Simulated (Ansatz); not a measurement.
**MgTe (model structure, started from the CsCl type, Pm-3m, No. 221, 2 atoms in the cell): properties by level of theory**

```tsv
level (code)	lattice parameter a (Å)	formation enthalpy (eV/atom)
PBE (Ansatz)	3.716	-0.341
PBEsol (Ansatz)	3.667	-0.377
PBE-D3(BJ) (Ansatz)	3.649	-0.380
```

Ansatz's density-functional and Hartree–Fock values are scalar-relativistic unless marked +SOC, with PAW data made under PBE.

The computed numbers hold no vibrational or temperature effects.

A model structure was made by putting elements into a prototype or built by hand; it is no filed structure, need not be a known phase, and can be a saddle point held by its symmetry.

Ansatz is a program for electronic structure.
